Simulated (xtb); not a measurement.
xtb 6.7.1, GFN1-xTB: F[C]1C(F)=C(F)C(F)(F)C1(F)F, charge 0, multiplicity 2, 12 atoms. The geometry is a generated start, not checked to be a minimum at this level.

```
Quantity                   Value
-----------------  -------------
run flags                 --grad
method                  GFN1-xTB
--acc                1 (default)
--etemp (K)        300 (default)
basis functions               48
valence electrons             69
```

```xyz
12

F      2.2825    -1.2447     0.2922
C      1.1956    -0.5206     0.1109
C      1.1383     0.8084    -0.2790
F      2.1919     1.5556    -0.5423
C     -0.1735     1.2496    -0.3505
F     -0.5851     2.4538    -0.6987
C     -1.1331     0.1360    -0.0179
F     -1.9528     0.4328     1.0106
F     -1.9325    -0.1845    -1.0572
C     -0.1869    -1.0730     0.3438
F     -0.4595    -2.1436    -0.4296
F     -0.3848    -1.4697     1.6176
```

Charge 0 and multiplicity 2 are set for this test and not shown to be the ground state. GFN-xTB has no spin term: --uhf 1 sets the occupations alone.

One run each on 1 thread. Values of broydamp tried: 0.02, 0.05, 0.1, 0.2, 0.4 (default), 0.6, 0.8, 1.

Task: Predict the course of the SCC iterations along this series.

Result: Fewest SCC iterations, within one of each other: 0.4 (default) with 9, 0.6 with 10. The count rises to 19 at 0.02. All converge to one solution.

```csv
broydamp,SCC iterations,end
0.02,19,same solution
0.05,17,same solution
0.1,15,same solution
0.2,11,same solution
0.4 (default),9,same solution
0.6,10,same solution
0.8,12,same solution
1,12,same solution
```
